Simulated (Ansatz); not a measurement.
Start from Pd in the fcc (Cu type) structure (space group Fm-3m, No. 225; a = 3.878 Å; relaxed with 0.1 eV smearing). Axes: x, y, z lie along the cube axes.

Calculations: PBEsol in Ansatz (plane waves to 420 eV, PAW, without spin-orbit coupling).

For the base:

Shortest interatomic distance: 2.742 Å
Pressure: 0.0 GPa
Band gap: zero

Perturbation: tensor shear ε_xy = +1.14 % (engineering shear γ = 0.0228), atoms relaxed at fixed cell.

Question: What does the calculation give for the energy relative to the base, shortest interatomic distance, pressure and band gap after the change?

Answer: The energy grows by 2.1 meV/atom; the shortest interatomic distance decreases by 0.031 Å (2.742 Å → 2.711 Å); the pressure (mean of the normal stresses, compression positive) is nearly the same (0.0 GPa against 0.1 GPa); the band gap is still zero.

The cells carry an imposed strain or load. Whether these cells are dynamically stable was not tested. All final runs are without spin polarisation.

Ansatz is a program for electronic structure.
